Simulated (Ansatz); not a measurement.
The reference is ZnS in the zinc blende structure (space group F-43m, No. 216; a = 5.297 Å). Axes: x, y, z lie along the cube axes.

Computed with plane-wave PAW DFT at the LDA level (Ansatz, an electronic-structure program, 420 eV), no SOC.

For the base:

The shortest interatomic distance is 2.294 Å and the valley order comes out as Γ 2.13 eV; X along ⟨100⟩ 3.05 eV; L along ⟨111⟩ 3.20 eV. The valence-band top at Γ comes out as 0.00, 0.00, 0.00 eV.

The change: tensor shear ε_xy = +0.86 % (engineering shear γ = 0.0172), atoms relaxed at fixed cell.

Q: Estimate the effect on the shortest interatomic distance.

A: The shortest interatomic distance falls by 0.003 Å to 2.291 Å.

Q: Predict the new valley order.

A: The valley order (the lowest conduction-band minima on the path, energy above the VBM, named in the base's zone) becomes Γ 2.07 eV; X along [001] 2.97 eV; X along [010] 3.00 eV; L along [1-11] 3.08 eV (base: Γ 2.13 eV; X along ⟨100⟩ 3.05 eV; L along ⟨111⟩ 3.20 eV).

Q: Estimate the effect on the valence-band top at Γ.

A: The valence-band top at Γ (three highest levels, from the VBM) goes from 0.00, 0.00, 0.00 eV to 0.00, -0.05, -0.10 eV.

Q: Predict the new stress.

A: The stress (xx, yy, zz, yz, xz, xy; compression positive) is (0.00, 0.00, -0.01, 0.00, 0.00, -0.90) GPa.

The levels and masses belong to the bands next to the band gap. The cells carry an imposed strain or load. Whether these cells are dynamically stable was not tested.
